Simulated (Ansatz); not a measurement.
WS2: response to strain

The parent structure is WS₂ (space group P6_3/mmc, No. 194; a = 3.154 Å, c = 12.141 Å; layered, stacked along the Cartesian z axis). Axes: x lies along a and z along c of the hexagonal cell.

Strains are applied to the cell and any free atomic positions relax; under biaxial strain the out-of-plane vector relaxes too.

Computed with PBE-D3(BJ) in Ansatz (plane waves to 420 eV, PAW, no spin-orbit coupling).

```csv
"biaxial strain, plane normal [001], relaxed out of plane (%)",out-of-plane strain (%)
-3,0.99
-2.4,0.78
-1.8,0.58
-1.2,?
-0.6,0.18
0,0.00
```

Q: Fit ε⊥ = −νε + γε² (strains in %) to the rows shown and predict the withheld row.

A: Least squares on the printed values gives ν = 0.30 (the biaxial Poisson response) and γ = 0.009 (largest residual 0.01 %); this predicts 0.38 %, and the run gives 0.38 %, in agreement.

Whether these cells are dynamically stable was not tested.

Ansatz is an electronic-structure program.
